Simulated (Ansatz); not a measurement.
A computed series for Au: response to strain

Start from Au in the fcc (Cu type) structure (space group Fm-3m, No. 225; a = 4.048 Å; relaxed with 0.1 eV smearing). Axes: x, y, z lie along the cube axes.

Strains are applied to the cell and any free atomic positions relax; under biaxial strain the out-of-plane vector relaxes too.

All numbers come from LDA in Ansatz (plane waves to 420 eV, PAW, no SOC).

Candidates:
(a) biaxial strain +3.00 %, plane normal [001], relaxed out of plane
(b) biaxial strain +2.00 %, plane normal [001], relaxed out of plane
(c) biaxial strain +2.50 %, plane normal [001], relaxed out of plane
(d) biaxial strain −2.50 %, plane normal [001], relaxed out of plane
(e) biaxial strain −3.00 %, plane normal [001], relaxed out of plane

Notes on the quantities. energy relative to the base: free energy F.

Q: Order them by energy relative to the base, highest first.

A: (e) biaxial strain −3.00 %, plane normal [001], relaxed out of plane (+10 meV/atom), (d) biaxial strain −2.50 %, plane normal [001], relaxed out of plane (+6.9 meV/atom), (a) biaxial strain +3.00 %, plane normal [001], relaxed out of plane (+4.9 meV/atom), (c) biaxial strain +2.50 %, plane normal [001], relaxed out of plane (+3.7 meV/atom), (b) biaxial strain +2.00 %, plane normal [001], relaxed out of plane (+2.7 meV/atom)

No phonon test of stability was made.

Ansatz is a program for electronic structure.
